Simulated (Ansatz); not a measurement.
An ideal cubic perovskite cell is held by its symmetry; such compounds can tilt or shift off centre at room temperature. Cells marked so need not be the phases stable at ambient conditions, and some may be hypothetical.

The gap is the functional's own, uncorrected, and κ follows it; spin-orbit coupling is left out. Mid-gap values are interpolated between the computed energies.

A. HgTe (P3_121, not sure to be the ambient phase, 6 atoms a cell, 30.3 Å³ an atom), along the normal of (001)
B. CuI (P6_3mc, wurtzite, not sure to be the ambient phase, 4 atoms a cell, 27.2 Å³ an atom), along the normal of (001)
C. HfO₂ (P4_2/nmc, 6 atoms a cell, 10.9 Å³ an atom, 4 GPa at this level), along the normal of (001)
D. CsSnI$_{3}$ (Pm-3m, cubic perovskite, 5 atoms a cell, 49.7 Å³ an atom), along the normal of (001)

Problem. Order them by mid-gap decay constant of the slowest evanescent state (lowest first) at the level r2SCAN in Ansatz (a quantum-chemistry and plane-wave program).

Solution. D (0.04 1/Å), A (0.11 1/Å), B (0.14 1/Å), C (0.38 1/Å)
